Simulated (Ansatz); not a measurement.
Seebeck coefficient (μV/K, mean over directions) of p-type GaP (F-43m) against carrier density, HSE06 with spin-orbit coupling, rigid bands (Ansatz, an electronic-structure program). Computed gap 2.22 eV; densities at which minority carriers matter at this gap, or further valleys turn the trend, are left out. Conductivity mass 0.48 mₑ (harmonic mean over directions), N_v = 2.1e19 cm⁻³ at 300 K.

```
hole density  300 K  500 K
------------  -----  -----
1e16 cm⁻³       899    985
1e17 cm⁻³       701    786
1e18 cm⁻³       503    588
3e18 cm⁻³       409    494
1e19 cm⁻³       310    391
3e19 cm⁻³       226    301
1e20 cm⁻³       ___    ___
3e20 cm⁻³       ___    133
1e21 cm⁻³        42     68
```

Question: Fill in the missing entries.

Answer: 
- 1e20 cm⁻³, 300 K: 147
- 1e20 cm⁻³, 500 K: 208
- 3e20 cm⁻³, 300 K: 88

Rigid bands with a gap fixed in temperature, one relaxation time for all states, no polarons or phonon drag, and whether or not such doping can be reached. Geometry: cell and atoms relaxed with PBEsol.
